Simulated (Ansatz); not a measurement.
Cubic perovskite CsSnI3 (cubic high-temperature phase) was calculated with HSE06 in Ansatz (plane waves, PAW).

Numerical settings: plane-wave cutoff 500 eV, 4×4×4 k mesh, gaussian smearing 0.02 eV, scalar-relativistic PAW data made under PBE.

Cell (relaxed at this level):

```cif
data_CsI3Sn
_chemical_formula_sum 'Cs1 Sn1 I3'
_space_group_name_H-M_alt 'P 1'
_space_group_IT_number 1
_cell_length_a 6.25957
_cell_length_b 6.25957
_cell_length_c 6.25957
_cell_angle_alpha 90.000
_cell_angle_beta 90.000
_cell_angle_gamma 90.000
loop_
_space_group_symop_operation_xyz
  'x, y, z'
loop_
_atom_site_label
_atom_site_type_symbol
_atom_site_fract_x
_atom_site_fract_y
_atom_site_fract_z
_atom_site_occupancy
Cs1 Cs 0.00000 0.00000 0.00000 1
Sn1 Sn 0.50000 0.50000 0.50000 1
I1 I 0.50000 0.00000 0.50000 1
I2 I 0.00000 0.50000 0.50000 1
I3 I 0.50000 0.50000 0.00000 1
```

### Question
Estimate the band gap that the calculation returns.

### Answer

- band gap: 0.77 eV (on the SCF k mesh)

Note: the relaxation could not lower the start's symmetry, so the cell can be a saddle point above a distorted one.

Spin–orbit coupling is not included; with these elements it can move the gap by several tenths of an eV or more.

Static lattice: no zero-point or thermal effects.

The result took around 24 core-minutes (rough).

Ansatz is a first-principles code.
